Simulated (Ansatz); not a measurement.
Fluorite PbF2 (high-temperature phase) was calculated with r²SCAN (Ansatz, a first-principles code, plane waves, PAW).

Run with plane-wave cutoff 600 eV, 8×8×8 k mesh, finite displacements, scalar-relativistic PAW data made under PBE.

Computed at the level's own relaxed cell.

Harmonic phonon frequencies (cm⁻¹; i marks an imaginary mode; at Γ without the LO shift):

| q point | frequencies |
|---|---|
| Γ | 0 0 0 105 105 105 250 250 250 |
| X | 54 54 119 131 148 148 162 162 331 |
| L | 47 47 103 118 118 168 222 222 298 |

No imaginary mode appears at these points.
